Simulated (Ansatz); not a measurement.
# A computed series for SnSe: point defects

Take a 16-atom supercell of SnSe in the GeS type structure (space group Pnma, No. 62; a = 11.493 Å, b = 4.169 Å, c = 4.385 Å; layered, stacked along the Cartesian x axis) at its relaxed geometry as the base.

One neutral defect a cell, atoms relaxed at fixed cell.

Method: plane-wave PAW DFT at the PBE-D3(BJ) level (Ansatz, a quantum-chemistry and plane-wave program, 420 eV), scalar-relativistic without spin-orbit coupling.

```csv
change,largest displacement of a host atom from its site in the perfect cell,pressure
perfect supercell,–,0.0 GPa
Se vacancy,0.58 Å,0.4 GPa
"Se on a Sn site (antisite), symmetric start",0.14 Å,-1.2 GPa
"Sn interstitial (started 2.28 Å from the nearest host atom), symmetric start",0.72 Å,4.8 GPa
"S on a Se site, symmetric start",0.11 Å,-0.3 GPa
```

The magnetic state is the one reached from the starting moments; the real material's order can differ, and small cells can't hold many antiferromagnetic ones. The cell is small, so the values are those of an ordered compound at a high defect concentration; dilute-limit values will differ. The mesh was chosen for an insulator and is coarse for the gapless case. Defects with a symmetric start kept the site's symmetry and may sit on a saddle; the others started slightly shaken. Starting moments died away, wholly or in part, for Se vacancy, Se on a Sn site (antisite), Sn interstitial (started 2.28 Å from the nearest host atom) and S on a Se site; another magnetic solution may exist. The D3 term's C6 switches between coordination references near this geometry, which can add small steps to energies.
